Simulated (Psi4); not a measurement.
Psi4 1.11, PBE/def2-svp: V(O)(OMe)2(NH2) (C[O][V]([NH2])(=[O])[O]C), 15 atoms. The geometry is a generated start, not checked to be a minimum at this level.

```yaml
task: energy
method: pbe
basis: def2-svp
memory: 3 GB
maxiter: 100
keys_of_the_molecule_block: symmetry c1
scf_type: df (default)
guess: auto, which took SAD (default)
scf_initial_accelerator: adiis (default)
e_convergence: 1e-06 (default)
d_convergence: 1e-06 (default)
dft_radial_points: 75 (default)
dft_spherical_points: 302 (default)
basis_functions: 155
grid_points: 322157
```

```xyz
15

V      0.0147     0.4458     0.1424
O      0.9244     1.6338     0.3834
O     -0.0956     0.0099    -1.4257
C      0.1658     0.2001    -2.7597
H      1.0751    -0.3462    -3.0493
H     -0.6723    -0.1724    -3.3666
H      0.3142     1.2711    -2.9659
O      0.2522    -0.8029     1.1513
C      0.8050    -1.4337     2.2371
H      0.0136    -1.9078     2.8354
H      1.5079    -2.2132     1.9096
H      1.3425    -0.7052     2.8629
N     -1.5385     1.1883     0.5975
H     -1.6880     2.1503     0.8794
H     -2.4212     0.6822     0.5682
```

Charge 0 and multiplicity 1 are set for this test and not shown to be the ground state.

One run each on 2 threads. Values of diis_max_vecs tried: 3, 6, 10 (default), 20.

### Question
How does the count of SCF iterations change with diis_max_vecs, and where is it least?

### Answer
Fewest SCF iterations, within one of each other: 10 (default) with 13, 20 with 13. The count rises to 33 at 3. All converge to one solution.

```tsv
diis_max_vecs	SCF iterations	end
3	33	same solution
6	15	same solution
10 (default)	13	same solution
20	13	same solution
```
